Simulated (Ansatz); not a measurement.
Seebeck coefficient (μV/K, mean over directions) of n-type SiO$_{2}$ (P3_221) against carrier density, PBEsol, rigid bands in Ansatz (a first-principles code). Computed gap 5.72 eV; densities at which minority carriers matter at this gap, or further valleys turn the trend, are left out. Conductivity mass 0.51 mₑ (harmonic mean over directions), N_c = 9.3e18 cm⁻³ at 300 K.

| electron density | 300 K | 500 K |
|---|---|---|
| 1e16 cm⁻³ | -800 | -867 |
| 1e17 cm⁻³ | -602 | -669 |
| 1e18 cm⁻³ | -404 | -471 |
| 3e18 cm⁻³ | -311 | -377 |
| 1e19 cm⁻³ | -214 | -276 |
| 3e19 cm⁻³ | … | -189 |
| 1e20 cm⁻³ | -69 | -108 |
| 3e20 cm⁻³ | … | -57 |
| 1e21 cm⁻³ | … | -27 |

### Question
What belongs in the gaps?

### Answer

- 3e19 cm⁻³, 300 K: -134
- 3e20 cm⁻³, 300 K: -34
- 1e21 cm⁻³, 300 K: -16

Rigid bands with a gap fixed in temperature, one relaxation time for all states, no polarons or phonon drag, and whether or not such doping can be reached. Spin-orbit coupling is left out.
